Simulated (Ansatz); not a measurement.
Consider ZnS in the zinc blende structure (space group F-43m, No. 216; a = 5.3891 Å).

The values are results of r2SCAN (Ansatz, a program for electronic structure, PAW, no spin-orbit coupling), not measurements.

Base values:

The band gap is 2.70 eV and the hole mass is 0.21, 0.68, 0.68 mₑ (at Γ).

It is then changed as follows: every lattice vector is stretched by 1.50 %, atoms relaxed at fixed cell.

Problem. How does this affect the band gap and hole mass?

Solution. The band gap drops by 0.20 eV, from 2.70 eV to 2.50 eV; the hole mass (degenerate bands, along [100]) changes from 0.21, 0.68, 0.68 mₑ (at Γ) to 0.21, 0.72, 0.72 mₑ (at Γ).

The cells carry an imposed strain or load. Effective masses come from finite differences of ±0.01 Å⁻¹. Stability against distortions was not tested.
